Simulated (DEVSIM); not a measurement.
Structure: abrupt Si n-p junction, at 300 K.

Layer 1 from the left is Si, thickness (μm) 0.180, Nd (cm⁻³) 9.2e17, τn (s) 1.1e-7, τp (s) 1.1e-7. Layer 2 from the left is Si, thickness (μm) 60.0, Na (cm⁻³) 6.1e15, τn (s) 1.1e-7, τp (s) 1.1e-7.

Left contact: ohmic. Right contact: ohmic. Voltage is applied to the left contact. Recombination: SRH at mid-gap, radiative, Auger. Mobility is μmin + (μ − μmin)/(1 + (N/Nref)^α).

The device is made up for the run: typed textbook-type constants, with dimensions and the other settings drawn at random. Values at 300 K.

Si: gap (eV) 1.124, affinity (eV) 4.05, permittivity 11.7, Nc (cm⁻³) 2.86e19, Nv (cm⁻³) 3.1e19, μn (cm²/Vs) 1417, μp (cm²/Vs) 470, μn,min 52, μp,min 45, Nref,n 9.7e16, Nref,p 2.2e17, αn 0.68, αp 0.72, B (cm³/s) 4.7e-15, Cn (cm⁶/s) 2.8e-31, Cp (cm⁶/s) 9.9e-32.

**Question.** Estimate by hand the built-in potential, the peak field at zero bias, the capacitance at 0.6 V, and compare with a numerical solution.

**Answer.** 
- Built-in potential: ni = √(Nc Nv) exp(−Eg/2kT) = 1.08e10 cm⁻³ with Eg = 1.124 eV; Vbi = kT/q ln(Na Nd/ni²) = 0.815 V; numerical 0.815 V.
- Peak field at zero bias: depletion approximation: W = √(2εVbi/(qN)) = 0.417 μm with N = 6.06e15 cm⁻³; field = 2Vbi/W = 39100 V/cm; numerical 60600 V/cm (estimate below by 36 %).
- Capacitance at 0.6 V: C = √(qεN / 2(Vbi + |V|)) = 18.9 nF/cm²; numerical 19.4 nF/cm² (estimate below by 2.8 %).

Simulated with DEVSIM: 1D drift-diffusion, Boltzmann statistics, complete ionisation; no tunnelling, impact ionisation, image-force lowering or self-heating.
